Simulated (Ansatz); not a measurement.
The reference is BeTe in the zinc blende structure (space group F-43m, No. 216; a = 5.6637 Å).

Method: Ansatz (an electronic-structure program) PBE, no spin-orbit coupling.

```csv
level,band gap,lattice parameter a
PBE,2.03 eV,5.664 Å
```

Measured: band gap 2.8 eV (temperature not stated; as listed in Das, Protik, Mohammadi, Mohammad, Bazhirov, Timur, arXiv (2018)); lattice parameter a 5.626 Å (temperature not stated; as listed in Fabio Bernardini, Maria Peressi, Vincenzo Fiorentini, Phys. Rev. B (2000)).

Computed minus measured — band gap: PBE -0.77 eV; lattice parameter a: PBE +0.7 %. Measured values not marked as corrected hold thermal and zero-point effects that the static-lattice runs lack. A measured gap can be an optical one, lowered by exciton binding. Levels without spin-orbit coupling miss its lowering of the gap, often about a third of the valence-band splitting.

Spin-orbit coupling, missing from the scalar runs, can matter with Te. Stability against distortions was not tested.
